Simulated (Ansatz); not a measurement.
Consider BAs in the zinc blende structure (space group F-43m, No. 216; a = 4.768 Å).

Modification: cell and atoms relaxed at a pressure of 4.5 GPa.

Levels (all Ansatz, a first-principles code, PAW): PBEsol (420 eV, no SOC); r2SCAN (500 eV, no spin-orbit coupling).

The geometry is relaxed with PBEsol.

PBEsol pressure: 45.0 kbar
PBEsol width of the top valence band: 5.45 eV
PBEsol lowest conduction level above the VBM at special points: X 1.29 eV; K 1.93 eV; U 1.93 eV; L 2.86 eV

Problem. How does going to r2SCAN change the pressure, width of the top valence band and lowest conduction level above the VBM at special points?

Solution. The pressure goes up by 16.42 kbar, from 45.0 kbar to 61.5 kbar; the width of the top valence band goes up by 0.205 eV to 5.66 eV; the lowest conduction level above the VBM at special points becomes X 1.56 eV; K 2.26 eV; U 2.26 eV; L 3.19 eV (PBEsol: X 1.29 eV; K 1.93 eV; U 1.93 eV; L 2.86 eV).

Single points use the geometry relaxed with PBEsol. Their cutoffs differ, which shifts pressures a little. The levels and masses belong to the bands next to the band gap. Load acts through the strain it causes; cell and atoms are relaxed under it. Stability against distortions was not tested.
